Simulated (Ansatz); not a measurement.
System: InSe (P6₃/mmc, No. 194; cell taken from a computed entry). Method: PBE+SOC (Ansatz, a quantum-chemistry and plane-wave program, PAW).

Numerical settings: plane-wave cutoff 520 eV, 12×12×2 k mesh (along the axes of the cell as run), Fermi–Dirac smearing 0.01 eV, PAW data made under PBE.

Cell (relaxed with PBEsol):

```yaml
crystal:
  lattice:
    - [4.00573, 0.00000, 0.00000]
    - [-2.00287, 3.46907, 0.00000]
    - [0.00000, 0.00000, 16.99831]
  atoms:
    - { symbol: In, position: [0.33333, 0.66667, 0.33167] }
    - { symbol: In, position: [0.66667, 0.33333, 0.66833] }
    - { symbol: In, position: [0.66667, 0.33333, 0.83167] }
    - { symbol: In, position: [0.33333, 0.66667, 0.16833] }
    - { symbol: Se, position: [0.33333, 0.66667, 0.59308] }
    - { symbol: Se, position: [0.66667, 0.33333, 0.40692] }
    - { symbol: Se, position: [0.66667, 0.33333, 0.09308] }
    - { symbol: Se, position: [0.33333, 0.66667, 0.90692] }
```

Task: Estimate the band gap that the calculation returns.

Result: 
- band gap = 0.51 eV (direct)

Measured, for comparison: band gap 1.17 eV (temperature not stated, not corrected to a static lattice; as tabulated in Kim et al. (2020), doi:10.1038/s41597-020-00723-8). Computed (rounded) less measured: band gap -0.66 eV.

Note: the cell comes from a level without a dispersion term, which matters for the spacing of layers, chains or molecules; cell and atoms aren't relaxed at this level (largest force component 0.17 eV/Å, pressure 2.5 GPa); the cell has widely spaced layers and the level no dispersion term, so their spacing and the moduli can rest on weak binding.

It cost about 21 core-minutes (a rough figure) of CPU time.
